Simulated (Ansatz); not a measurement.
# By hand: formation energy of Co_Al in Al (fcc, Fm-3m)

We look at the formation energy of Co_Al in Al (fcc, Fm-3m). Reaction: Co (hcp) + 63 Al (fcc) → cell A.

A: a supercell of 64 sites of Al (fcc, Fm-3m) with Co on an Al site (12 Al at 2.77 Å); spin state with PBE: no moments.

Co (hcp, P6₃/mmc), 2 atoms in the cell; spin state with PBE: parallel moments, net moment 3.2 μB a cell.

Method: Ansatz (an electronic-structure program), PAW, neutral cells at 0 K with nuclei at rest, on structures from PBE. Ansatz runs with its PAW set soft_1. Larger cells are relaxed from a start prepared with the learned potential CHGNet, on a coarser mesh till forces fall under 0.03 eV/Å, which some starts already meet. A dispersion term (D3(BJ), or D4 for r2SCAN) was computed beside these levels and is taken off wherever the name lacks it. Space groups of crystals are read within 0.01 Å. No search over spin orders was made beyond those shown. Mesh and cell size may move defect energies by 0.1 eV or more. Cell A has symmetry Fm-3m within 0.02 Å and got no random move, so less symmetric positions, which may lie lower, weren't tried.

Total energies of the cells in eV, at zero smearing width. They compare only within one column; the weights balance every element.

```tsv
cell	atoms	weight	PBE
A: Al:Co_Al	64	+1	-38989.71192
Co (hcp)	2	−1/2	-10252.31499
Al (fcc)	64	−63/64	-34400.53354
```

PBE: (-38989.71192) − 1/2 × (-10252.31499) − 63/64 × (-34400.53354) = -0.529 eV.
